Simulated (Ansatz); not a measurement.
A hypothetical phase is included: elements placed on a structure type, which no database files for this compound.

# Evanescent states of SiC (P6_422, 6 atoms a cell, 9.5 Å³ an atom, 3 GPa at this level) along the normal of (001)

Calculation: r2SCAN (plane waves, PAW; Ansatz, a quantum-chemistry and plane-wave program).

The gap is the functional's own. No spin-orbit coupling. Mid-gap values are those at the computed energy nearest the middle.

Energies count from the valence-band top; κ is the least over a 12×12 mesh across the current.

| E (eV) | κ (1/Å) | where |
|---|---|---|
| 0.04 | 0.134 | Γ |
| 0.10 | 0.150 | Γ |
| 0.17 | 0.165 | Γ |
| 0.24 | 0.178 | off Γ |
| 0.32 | ? | off Γ |
| 0.39 | ? | off Γ |
| 0.46 | ? | off Γ |
| 0.53 | ? | off Γ |
| 0.59 | ? | off Γ |
| 0.67 | ? | off Γ |
| 0.73 | ? | off Γ |
| 0.81 | ? | off Γ |
| 0.88 | ? | off Γ |
| 0.94 | 0.096 | off Γ |
| 1.01 | 0.079 | off Γ |
| 1.08 | 0.057 | off Γ |
| 1.16 | 0.008 | off Γ |

Q: What belongs in the gaps?

A: 
- 0.32, κ (1/Å): 0.173
- 0.39, κ (1/Å): 0.167
- 0.46, κ (1/Å): 0.161
- 0.53, κ (1/Å): 0.155
- 0.59, κ (1/Å): 0.148
- 0.67, κ (1/Å): 0.140
- 0.73, κ (1/Å): 0.131
- 0.81, κ (1/Å): 0.121
- 0.88, κ (1/Å): 0.109
